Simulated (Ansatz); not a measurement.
Base system: MoSi2 (space group I4/mmm, No. 139; relaxed with 0.1 eV smearing).

```xyz
3
Lattice="-1.5870 1.5870 3.8894 1.5870 -1.5870 3.8894 1.5870 1.5870 -3.8894" Properties=species:S:1:pos:R:3 pbc="T T T"
Si     0.0000     0.0000     5.1712
Si     0.0000     0.0000     2.6075
Mo     0.0000     0.0000     0.0000
```

Cartesian axes are those of the cell as printed.

Computed with LDA, PAW, 420 eV (Ansatz, an electronic-structure program; without spin-orbit coupling).

The change: uniaxial strain ε_xx = −3.00 %, all other strain components held at zero; the atoms relax in the strained cell.

### Question
Predict the stress tensor and what it implies for the stiffness.

### Answer
Stress of the strained cell less that of the base (GPa, compression positive):
```
   13.8     0.0     0.0
    0.0     4.2     0.0
    0.0     0.0     3.4
```

Then −Δσ_ii/ε with ε = -0.0300 gives secant stiffness values (nonlinear terms included at this strain): C11 ≈ 459 GPa, C12 ≈ 142 GPa and C13 ≈ 112 GPa.

As a check, the harmonic strain energy −½ V₀ Δσ:ε is 17 meV/atom; the computed energy rise is 16 meV/atom.

No phonon test of stability was made. The final runs are not spin-polarised.
